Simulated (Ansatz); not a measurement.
HfO2 under a change: pressure 30 GPa

The parent structure is HfO$_{2}$ in the fluorite structure (space group Fm-3m, No. 225; a = 5.059 Å).

Modification: a hydrostatic pressure of 30 GPa.

Computed with r2SCAN (Ansatz, a program for electronic structure; PAW; 500 eV plane waves; no SOC), earlier PAW set. Settings: 11×11×11 k-points, 0.05 eV Fermi–Dirac smearing.

The lattice parameter a decreases by 0.152 Å (5.059 Å → 4.907 Å) and the shortest interatomic distance falls by 0.066 Å to 2.125 Å. The band gap goes up by 0.24 eV to 4.54 eV and the gap character remains direct at X. The mean gap deformation potential ΔEg/Δln V amounts to -2.6 eV and the width of the top valence band goes up by 0.10 eV, from 1.90 eV to 2.00 eV. The electron mass changes from 1.0 mₑ along k, 0.75 mₑ across (at X) to 1.1 mₑ along k, 0.72 mₑ across (at X) and the hole mass goes from 0.28 mₑ along k, 2.9 mₑ across (at X) to 0.28 mₑ along k, 2.7 mₑ across (at X).

Final structure:

```
CELL_PARAMETERS angstrom
      0.00000     2.45339     2.45339
      2.45339     0.00000     2.45339
      2.45339     2.45339     0.00000
ATOMIC_POSITIONS crystal
  Hf 0.00000 0.00000 0.00000
  O  0.25000 0.25000 0.25000
  O  0.75000 0.75000 0.75000
```

Spin-orbit coupling, missing from the scalar runs, can matter with Hf. Load acts through the strain it causes; cell and atoms are relaxed under it. Masses are band curvatures over ±0.01 Å⁻¹ around the edge. Along k means along the line from Γ to the band edge. Whether these cells are dynamically stable was not tested. No other phases were tried under pressure. This is not the structure that HfO2 has at room temperature and ambient pressure.
